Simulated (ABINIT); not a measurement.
Input and output of a self-consistent single point for La2Mg (C2/c, 6 atoms in the cell) (ABINIT).

Method: PBEsol, PAW (JTH v2.0 PBE PAW, files made for PBE) (plane waves; ABINIT).

```
CELL_PARAMETERS angstrom
      5.33915    -3.12700     0.00000
      5.33915     3.12700     0.00000
     -3.52625     0.00000     5.65431
ATOMIC_POSITIONS crystal
  La 0.75838 0.58178 0.74598
  La 0.24162 0.41822 0.25402
  La 0.41822 0.24162 0.75402
  La 0.58178 0.75838 0.24598
  Mg 0.92238 0.07762 0.25000
  Mg 0.07762 0.92238 0.75000
```

Reference input (self-consistent single point, DFT, LDA (PW92), plane waves, PAW (JTH v2.0 LDA PAW)): pseudos = [La.LDA_PW-JTH.xml, Mg.LDA_PW-JTH.xml]; ecut = 26 Ha; pawecutdg = 52 Ha; pawxcdev = 0; occopt = 7; tsmear = 0.00734986 Ha; ngkpt = 4 4 3; nshiftk = 1; shiftk = 0 0 0; potentials = JTH v2.0 LDA PAW; nband = 41; kptopt = 1. This run's input differs from it in these lines:

```diff
@@ -1,4 +1,4 @@
-# La2Mg, JTH v2.0 LDA PAW
+# La2Mg, JTH v2.0 PBE PAW
 pp_dirpath "./"
-pseudos "La.LDA_PW-JTH.xml, Mg.LDA_PW-JTH.xml"
+pseudos "La.GGA_PBE-JTH.xml, Mg.GGA_PBE-JTH.xml"
 acell 6.1874578617 6.1874578617 6.6637533231 Angstrom
@@ -22,2 +22,3 @@
 pawxcdev 0
+ixc -116133
 occopt 7
```

Its files differ too (potentials: JTH v2.0 LDA PAW → JTH v2.0 PBE PAW).

The program printed (abridged):

```
--- !BeginCycle
solver: {iscf: 17, nstep: 60, nline: 4, wfoptalg: 10, }
tolerances: {tolvrs: 1.00E-10, }
...

     iter   Etot(hartree)      deltaE(h)  residm     nres2
 ETOT  1  -252.24851140760    -2.522E+02 1.171E+00 1.260E+02
 ETOT  2  -255.43079025040    -3.182E+00 1.133E-01 1.063E+02
 ETOT  3  -255.14206112820     2.887E-01 1.288E-02 3.882E+01
 ETOT  4  -255.01523718254     1.268E-01 7.548E-03 7.003E+00
 ETOT  5  -254.99053114884     2.471E-02 5.204E-03 8.213E-01
   [... 5 lines left out ...]
 ETOT 11  -254.98735483446     1.080E-09 2.966E-04 1.773E-07
 ETOT 12  -254.98735483420     2.603E-10 2.851E-04 2.634E-08
 ETOT 13  -254.98735483412     7.702E-11 3.033E-04 2.943E-09
 ETOT 14  -254.98735483413    -5.741E-12 2.514E-04 7.691E-11
 At SCF step   14       nres2   =  7.69E-11 < tolvrs=  1.00E-10 =>converged.

 Cartesian components of stress tensor (hartree/bohr^3)
  sigma(1 1)=  2.80360964E-05  sigma(3 2)=  0.00000000E+00
  sigma(2 2)=  2.25251497E-05  sigma(3 1)=  5.12028242E-06
  sigma(3 3)=  1.27459494E-05  sigma(2 1)=  0.00000000E+00

 ----iterations are completed or convergence reached----

 reduced coordinates (array xred) for    6 atoms
       0.758380000000      0.581780000000      0.745980000000
       0.241620000000      0.418220000000      0.254020000000
       0.418220000000      0.241620000000      0.754020000000
       0.581780000000      0.758380000000      0.245980000000
       0.922380000000      0.077620000000      0.250000000000
       0.077620000000      0.922380000000      0.750000000000
 cartesian forces (eV/Angstrom) at end:
   [... lines left out ...]
 Fermi (or HOMO) energy (eV) =   4.20878   Average Vxc (eV)=  -9.77738
   [... lines left out ...]
'-kT*entropy'       : -6.42476209115924E-03
total_energy        : -2.54987351284936E+02
total_energy_eV     : -6.93855869525907E+03
...

-Cartesian components of stress tensor (GPa)         [Pressure= -6.2085E-01 GPa]
- sigma(1 1)=  8.24850294E-01  sigma(3 2)=  0.00000000E+00
- sigma(2 2)=  6.62712672E-01  sigma(3 1)=  1.50643884E-01
- sigma(3 3)=  3.74998715E-01  sigma(2 1)=  0.00000000E+00

 Calculation completed.
```

The run converged in 14 iterations. Against the reference run the pressure goes from -2.01 to -0.62 GPa and the largest force moves little (0.053 to 0.054 eV/Å).

The starting cell comes from a database of computed structures (which also holds hypothetical and non-ambient phases and stackings), without a prior relaxation at this level. Its lattice was rescaled by a random factor within 2.5 % of one. The potentials were made for another functional than the one used.

Cost on one core of a shared machine: roughly 7 min.
